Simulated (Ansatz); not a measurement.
AlP (F-43m), PBE with spin-orbit coupling, rigid bands (Ansatz, a program for electronic structure): N_c = 1.77e19 cm⁻³ at 300 K and an electron conductivity mass of 0.343 mₑ.

Question: For 1e16 electrons per cm³ at 300 K, place the Fermi level, estimate the Seebeck coefficient of a parabolic band with constant τ, and give mobility and conductivity for τ = 10 fs.

Answer: The level lies k_BT ln(N_c/n) = 0.193 eV below the conduction-band minimum. S ≈ −(k_B/e)[ln(N_c/n) + 5/2] = -860 μV/K, against -857 μV/K from the full bands (mean over directions). μ = eτ/m = 51.3 cm²/(V·s) and σ = neμ = 0.0822 S/cm. τ is assumed, not computed.

Band transport and this doping are assumed; polarons and phonon drag are left out. Geometry: cell and atoms relaxed with PBEsol.
